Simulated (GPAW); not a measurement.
Band structure of SrVO₃ (Pm-3m, 5 atoms in the cell).

```
SrVO3
1.0
    3.78432     0.00000     0.00000
    0.00000     3.78432     0.00000
    0.00000     0.00000     3.78432
Sr V O
1 1 3
Direct
  0.00000   0.00000   0.00000
  0.50000   0.50000   0.50000
  0.50000   0.00000   0.50000
  0.00000   0.50000   0.50000
  0.50000   0.50000   0.00000
```

Method: PBE, GPAW PAW datasets PBE (gpaw-data 1.0.1) (plane waves; GPAW).

Settings: mode = pw; ecut = 950 eV; xc = PBE; kpts = 9 9 9; mesh shift (steps) = 0 0 0; occupations.name = fermi-dirac; occupations.width = 0.1 eV; nbands = -9; convergence.density = 1e-05 e/electron; convergence.energy = 1e-05 eV/electron; symmetry.symmorphic = false; symmetry.tolerance = 0.0005; maxiter = 100; bandpath_npoints = 40.

The starting cell has typed, rounded lattice constants, without a prior relaxation at this level. Its lattice was rescaled by a random factor within 2.5 % of one. Spin polarisation is off; with an odd number of electrons in the cell that forces a metal, and a magnetic state may lie lower.

Levels in eV from the Fermi level, bands 17 to 24:
```json
[
 {"point": "Γ", "17": "-3.50", "18": "-2.53", "19": "-2.53", "20": "-2.53", "21": "-1.04", "22": "-1.04", "23": "-1.04", "24": "1.43"},
 {"point": "X", "17": "-4.82", "18": "-4.39", "19": "-3.00", "20": "-3.00", "21": "-0.90", "22": "1.03", "23": "1.03", "24": "1.46"},
 {"point": "M", "17": "-4.25", "18": "-3.82", "19": "-3.82", "20": "-2.28", "21": "1.01", "22": "1.01", "23": "1.39", "24": "2.55"},
 {"point": "R", "17": "-6.16", "18": "-2.19", "19": "-2.19", "20": "-2.19", "21": "1.65", "22": "1.65", "23": "1.65", "24": "5.31"}
]
```

Bands cross the Fermi level along this path, so the cell is metallic at this level.
